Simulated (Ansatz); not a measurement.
Consider AlN (space group P6_3/mmc, No. 194; a = 3.302 Å, c = 4.141 Å; a cell from a computed database, its experimental status unchecked). Axes: x lies along a and z along c of the hexagonal cell.

Now apply this change: the cell is stretched by 1.45 % along x with no lateral relaxation; the atoms relax in the strained cell.

Levels (all Ansatz, a first-principles code, PAW): PBEsol (420 eV, spin-orbit coupling left out); r2SCAN (500 eV, no spin-orbit coupling); HSE06 (420 eV, spin-orbit coupling left out).

At the geometry relaxed with PBEsol, these levels gave the following band gaps, in shuffled order: (a) 4.60 eV, (b) 3.89 eV, (c) 3.24 eV.

**Question.** Match each gap to its level.

**Answer.** (a) HSE06; (b) r2SCAN; (c) PBEsol.

Single points use the geometry relaxed with PBEsol. Whether these cells are dynamically stable was not tested. This is not the structure that AlN has at room temperature and ambient pressure.
